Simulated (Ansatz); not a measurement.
Results of r²SCAN (plane waves, PAW; Ansatz, a program for electronic structure) for PbZrO3 (Pm-3m, No. 221, 5 atoms in the cell; start mp-1068577; cubic high-temperature phase).

Run with plane-wave cutoff 500 eV, 10×10×10 k mesh, Fermi–Dirac smearing 0.05 eV, scalar-relativistic PAW data made under PBE.

Cell (relaxed at this level):

```
PbZrO3
1.0
    4.15953     0.00000     0.00000
    0.00000     4.15953     0.00000
    0.00000     0.00000     4.15953
Zr Pb O
1 1 3
Direct
  0.00000   0.00000   0.00000
  0.50000   0.50000   0.50000
  0.50000   0.00000   0.00000
  0.00000   0.50000   0.00000
  0.00000   0.00000   0.50000
```

### Question
Predict the band gap.

### Answer

* **band gap**: 2.85 eV (on the SCF k mesh)

Note: the relaxation could not lower the start's symmetry, so the cell can be a saddle point above a distorted one.

Spin–orbit coupling is not included; with these elements it can move the gap by several tenths of an eV or more.

The computed numbers hold no vibrational or temperature effects.

Computing time: around 70 core-seconds (rough).

A start named mp-… is a Materials Project structure, which need not be a measured phase.
